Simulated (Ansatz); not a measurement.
W2C, response to strain

Start from W₂C (space group P-3m1, No. 164; a = 3.0342 Å, c = 4.6583 Å; relaxed with 0.1 eV smearing). Axes: x lies along a and z along c of the hexagonal cell.

Strains are applied to the cell and any free atomic positions relax; under stress the whole cell relaxes.

Computed with PBE-D3(BJ)/PAW in Ansatz (a quantum-chemistry and plane-wave program), no SOC.

Notes on the quantities. energy relative to the base: free energy F.

| case | volume per atom | energy relative to the base |
|---|---|---|
| base | 12.38 Å³ | 0 meV/atom |
| isotropic strain −1.54 % | 11.82 Å³ | +29 meV/atom |
| isotropic strain +2.44 % | 13.31 Å³ | +63 meV/atom |
| uniaxial strain ε_zz = −3.85 % | 11.90 Å³ | +35 meV/atom |
| uniaxial stress, 5 GPa compression along z | 12.34 Å³ | +2.6 meV/atom |
| uniaxial stress, 1 GPa tension along z | 12.39 Å³ | +0.1 meV/atom |

Beyond what the load breaks, stability against distortions was not tested. All final runs are without spin polarisation.
